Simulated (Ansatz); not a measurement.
Here is the system:

```xyz
6
Lattice="5.9546 0.0000 0.0000 0.0000 6.6881 0.0000 0.0000 0.0000 3.2045" Properties=species:S:1:pos:R:3 pbc="T T T"
Sb     1.8989     5.7359     1.6023
Sb     4.0556     0.9522     1.6023
Sb     4.8762     4.2962     0.0000
Sb     1.0784     2.3919     0.0000
Os     2.9773     3.3440     1.6023
Os     0.0000     0.0000     0.0000
```

No spin polarisation.

A single point on OsSb2, its geometry relaxed with PBEsol.

All numbers come from r2SCAN in Ansatz (plane waves to 500 eV, PAW, without spin-orbit coupling). k-mesh 8×7×15 (Γ-centred); smearing 0.05 eV (Fermi–Dirac).

Question: Predict the gap character, band gap and pressure.

Answer: 
```json
{
 "gap_character": "indirect, R → k = (0, 0, 0.267) in the run's primitive reciprocal basis",
 "band_gap": "0.53 eV",
 "pressure": "2.61 GPa"
}
```

Single points use the geometry relaxed with PBEsol. With Os and Sb present, leaving out spin-orbit coupling can change the band edges. Stability against distortions was not tested. The cell is OsSb₂ (space group Pnnm, No. 58).

Ansatz is a first-principles code.
